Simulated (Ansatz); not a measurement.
**A constructed model of the (0001) surface of hcp Zr, a layer of Ta in place of the second plane (bottom of the slab: a bare face, its two planes held)**

Computed with PBE (plane waves to 420 eV, PAW; Ansatz, a quantum-chemistry and plane-wave program).

Slab: 6 atoms, 12.9 Å thick at the start; k 13x13x1, smearing 0.1 eV, dipole-corrected; 2 atoms held, the rest relaxed; symmetry of the start imposed; no spin, no spin-orbit, no U. It is one candidate, not shown to be the stable structure of the face.

The work function of the top face comes out as 4.03 eV. The energy released by relaxation comes out as 0.20 eV and the cost is around 2.5 core-minutes (rough).
